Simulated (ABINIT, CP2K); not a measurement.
An ABINIT input for a self-consistent single point of SiC (F-43m, 2 atoms in the cell) (DFT, PBE, plane waves, norm-conserving pseudopotentials (PseudoDojo nc-sr-05 PBE standard)):

```
# SiC, PseudoDojo nc-sr-05 PBE standard
pp_dirpath "./"
pseudos "Si.upf, C.upf"
acell 3*1.0
rprim
         0.0000000000    4.0372108927    4.0372108927
         4.0372108927    0.0000000000    4.0372108927
         4.0372108927    4.0372108927    0.0000000000
natom 2
ntypat 2
znucl 14 6
typat 1 2
xcart
         0.0000000000    0.0000000000    0.0000000000
         1.0682000000    1.0682000000    1.0682000000
      Angstrom
ecut 1116 eV
ixc 11
occopt 3
tsmear 0.00073499
nband 9
kptopt 1
ngkpt 10 10 10
nshiftk 1
shiftk 0 0 0
nstep 80
toldfe 1.0e-09
prtwf 0
prtden 0
enunit 1
```

Question: Give the CP2K input for the same structure, mesh, smearing and functional.

Answer: One input that does it (others would too):

```
&GLOBAL
  PROJECT calc
  RUN_TYPE ENERGY_FORCE
  PRINT_LEVEL MEDIUM
&END GLOBAL
&FORCE_EVAL
  METHOD Quickstep
  STRESS_TENSOR ANALYTICAL
  &DFT
    BASIS_SET_FILE_NAME BASIS_MOLOPT_UZH
    POTENTIAL_FILE_NAME POTENTIAL_UZH
    &QS
      METHOD GPW
      EPS_DEFAULT 1E-10
    &END QS
    &MGRID
      CUTOFF 400
      REL_CUTOFF 50
      NGRIDS 4
    &END MGRID
    &SCF
      SCF_GUESS ATOMIC
      EPS_SCF 1E-6
      MAX_SCF 100
      ADDED_MOS 4
      &DIAGONALIZATION
        ALGORITHM STANDARD
      &END DIAGONALIZATION
      &MIXING
        METHOD BROYDEN_MIXING
        ALPHA 0.4
        NBUFFER 10
        BETA 1.5
      &END MIXING
      &SMEAR ON
        METHOD FERMI_DIRAC
        ELECTRONIC_TEMPERATURE [K] 232.09
      &END SMEAR
    &END SCF
    &KPOINTS
      SCHEME MONKHORST-PACK 10 10 10
      GAMMA_CENTERED T
    &END KPOINTS
    &XC
      &XC_FUNCTIONAL PBE
      &END XC_FUNCTIONAL
    &END XC
    &PRINT
      &MO
        EIGENVALUES T
        OCCUPATION_NUMBERS T
        NDIGITS 8
        FILENAME mo
        &EACH
          QS_SCF 0
        &END EACH
        ADD_LAST NUMERIC
      &END MO
      &MULLIKEN ON
      &END MULLIKEN
    &END PRINT
  &END DFT
  &SUBSYS
    &CELL
      A 3.02132600 0.00000000 0.00000000
      B 1.51066300 2.61654500 0.00000000
      C 1.51066300 0.87218200 2.46690200
      PERIODIC XYZ
    &END CELL
    &COORD
      Si       0.00000000     0.00000000     0.00000000
      C        1.51066300     0.87218175     0.61672550
    &END COORD
    &KIND Si
      BASIS_SET DZVP-MOLOPT-PBE-GTH-q4
      POTENTIAL GTH-PBE-q4
    &END KIND
    &KIND C
      BASIS_SET DZVP-MOLOPT-PBE-GTH-q4
      POTENTIAL GTH-PBE-q4
    &END KIND
  &END SUBSYS
  &PRINT
    &FORCES ON
    &END FORCES
    &STRESS_TENSOR ON
    &END STRESS_TENSOR
  &END PRINT
&END FORCE_EVAL
```

Basis, cutoffs, solver keys and any potentials are the target program's own. This input uses DFT PBE, GPW, DZVP-MOLOPT-PBE-GTH basis, GTH-PBE potentials (POTENTIAL_UZH). Both were run: pressure 18.11 GPa in ABINIT and 17.25 in CP2K; gap on the mesh 1.307 eV in ABINIT and 1.516 in CP2K.

On CP2K: the starting cell has typed, rounded lattice constants, without a prior relaxation at this level. For this run, on top of that: lattice scaled by 0.98. Values carry the incompleteness of an atom-centred basis. With a pressure of about 17 GPa the cell is away from its equilibrium volume at this level.

On ABINIT: the starting cell has typed, rounded lattice constants, without a prior relaxation at this level. For this run, on top of that: lattice scaled by 0.98. With a pressure of about 18 GPa the cell is away from its equilibrium volume at this level.
